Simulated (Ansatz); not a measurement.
The reference is SiC in the wurtzite structure (space group P6_3mc, No. 186; a = 3.092 Å, c = 5.074 Å). Axes: x lies along a and z along c of the hexagonal cell.

(Cell as relaxed with PBE.)

Levels (all Ansatz, a first-principles code, PAW, earlier PAW set): PBE (420 eV, no SOC); r2SCAN (500 eV, no spin-orbit coupling).

Each level relaxes its own structure.

```json
[
 {"base": "volume per atom", "PBE": "10.50 Å³", "r2SCAN": "10.34 Å³"},
 {"base": "lattice parameter a", "PBE": "3.092 Å", "r2SCAN": "3.075 Å"},
 {"base": "band gap", "PBE": "2.31 eV", "r2SCAN": "2.65 eV"}
]
```

It is then changed as follows: biaxial strain +3.46 %, plane normal [001], relaxed out of plane (Cartesian); in-plane vectors clamped, the third vector and the atoms free.

```tsv
quantity	PBE	r2SCAN
shift of the gap caused by the change	-0.06 eV	___
mean in-plane stress (compression positive)	-17.4 GPa	___
```

What does r2SCAN give?


- shift of the gap caused by the change, r2SCAN: +0.03 eV
- mean in-plane stress (compression positive), r2SCAN: -18.8 GPa

PBE's shift of the gap caused by the change lies 0.09 eV below r2SCAN's; PBE's in-plane stress lies 1.4 GPa above r2SCAN's. Neither level is exact; r2SCAN is the comparison here, not a measurement.

No phonon test of stability was made.
